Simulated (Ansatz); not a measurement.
A dielectric-response calculation of La₂O₃ (P-3m1, 5 atoms in the cell) with Ansatz (a quantum-chemistry and plane-wave program).

Level of theory: PBE (plane waves, PAW; Ansatz).

```yaml
crystal:
  lattice:
    - [1.97985, -3.42920, 0.00000]
    - [1.97985, 3.42920, 0.00000]
    - [0.00000, 0.00000, 6.16065]
  atoms:
    - { symbol: La, position: [0.33333, 0.66667, 0.24700] }
    - { symbol: La, position: [0.66667, 0.33333, 0.75300] }
    - { symbol: O, position: [0.00000, 0.00000, 0.00000] }
    - { symbol: O, position: [0.33333, 0.66667, 0.64700] }
    - { symbol: O, position: [0.66667, 0.33333, 0.35300] }
```

Reference input (self-consistent single point, DFT, PBE, plane waves, default PAW files): basis.ecutwfc = 420 eV; kpoints.mp_grid.grid = 7 7 4; hamiltonian.xc = pbe; hamiltonian.pseudopotentials = {kind: paw} (the program's default PAW files); scf.occupations.method = fermi_dirac; scf.occupations.width = 0.05 eV. This run's input differs from it in these lines:

Ansatz 0.2 input:
```diff
@@ -12,3 +12,3 @@
 basis:
-  ecutwfc: 420.0 eV
+  ecutwfc: 250.0 eV
 kpoints:
@@ -19,7 +19,4 @@
 scf:
-  occupations: { method: fermi_dirac, width: 0.05 eV }
-output:
-  forces: true
-  eigenvalues: true
-  stress: true
+  occupations: { method: fixed }
+dielectric: {}
```

Output, abridged:

```
SCF iter   1: F=—  HF=-14206.162937 eV  |F-HF|=—  |Δ(HF+E_count)|=         —  Δρ=4.77e-2  dr2=7.20e-1  ethr=1.77e-3  ⟨swp⟩=4.3  Hψ=6013  notcnv=0  defer=125
all-band conjugate gradients solve this SCF's bands
preconditioner: auto → Resta (q_TF=auto, 2.413 Å⁻¹)
SCF iter   2: F=—  HF=-14206.039507 eV  |F-HF|=—  |Δ(HF+E_count)|=   1.23e-1  Δρ=1.75e-2  dr2=1.64e-1  ethr=1.77e-3  ⟨swp⟩=3.0  Hψ=3275  notcnv=0  defer=144
   [... lines left out ...]
SCF iter   7: F=—  HF=-14206.033201 eV  |F-HF|=—  |Δ(HF+E_count)|=   2.48e-6  Δρ=1.49e-5  dr2=1.99e-7  ethr=5.65e-9  ⟨swp⟩=2.5  Hψ=2632  notcnv=0  defer=101
SCF iter   8: F=—  HF=-14206.033201 eV  |F-HF|=—  |Δ(HF+E_count)|=   1.53e-7  Δρ=2.46e-6  dr2=6.67e-9  ethr=4.98e-10  ⟨swp⟩=2.5  Hψ=2421  notcnv=0  defer=101
SCF iter   9: F=—  HF=-14206.033201 eV  |F-HF|=—  |Δ(HF+E_count)|=   7.91e-9  Δρ=5.41e-7  dr2=3.05e-10  ethr=1.67e-11  ⟨swp⟩=2.0  Hψ=2369  notcnv=0  defer=101
SCF iter  10: F=-14206.033201 eV  HF=-14206.033201 eV  |F-HF|=2.73e-11  |Δ(HF+E_count)|=  3.35e-10  Δρ=1.18e-7  dr2=2.03e-11  ethr=1.00e-12  ⟨swp⟩=11.9  Hψ=5065  notcnv=0
SCF 1 converged in 10 iterations: F = -14206.033201 eV  dr2 = 2.03e-11
DFPT response loops at Γ: preconditioner auto → Resta (q_TF=auto, 2.413 Å⁻¹)  ε∞=3.9 (no band partly filled) …
── the response to a field inside a basis, on 8×8×4 k-points: an SCF that follows is theirs, and a resumed run solves both again ──
Crystal: 5 atoms, lattice volume = 83.653 Å³
Bands: 21, of which v1, the nominal top of the filled ones, is band 20 counted from 1 (19 counted from 0)
k-points: 72 of 256 (irreducible under 4 space group operations)
Initial density: handed on by an earlier stage of this run
Initial wavefunctions: pseudopotential atomic-orbital guess (no wavefunctions were taken with the density)
   [... lines left out ...]
Free energy (F): -14206.033201 eV
Fermi energy:    9.450224 eV
   [... lines left out ...]
        -0.00000    0.00000   -2.53501
    site 4:
        -2.85413    0.00000   -0.00000
         0.00000   -2.85413    0.00000
        -0.00000    0.00000   -2.53501
  Z* charge neutrality: 1.051e-1 e pre-enforcement
  solved inside a basis spanned on kpoints, on 8×8×4 k-points, its susceptibility summed on 10×10×6: ε∞ is read to err by 7.4e-2, Z* by 1.0e-1 e (field_mesh …
```

The run converged in 18 iterations. 

Summary of the result:
```
Property                                                                                                                        Value
----------------------------------------------------------------------------------------  -------------------------------------------
Free energy E − TS (on the zero of these files)                                                                        -14206.0332 eV
Top of the valence band (on the code's own zero)                                                                              9.45 eV
Gap on the k-point mesh                                                                                                       3.88 eV
ε∞ at this k-point mesh, which may be far from converged in small-gap cells (xx, yy, zz)                             4.81, 4.81, 4.71
Born charges at this mesh (mean of the diagonal, e)                                       La 4.08, La 4.08, O -2.66, O -2.75, O -2.75
```

The starting cell has typed, rounded lattice constants, without a prior relaxation at this level. Its lattice was rescaled by up to half a per cent. The cutoff lies below the one recommended for these files.

Cost on one core of a shared machine: roughly 3 min.
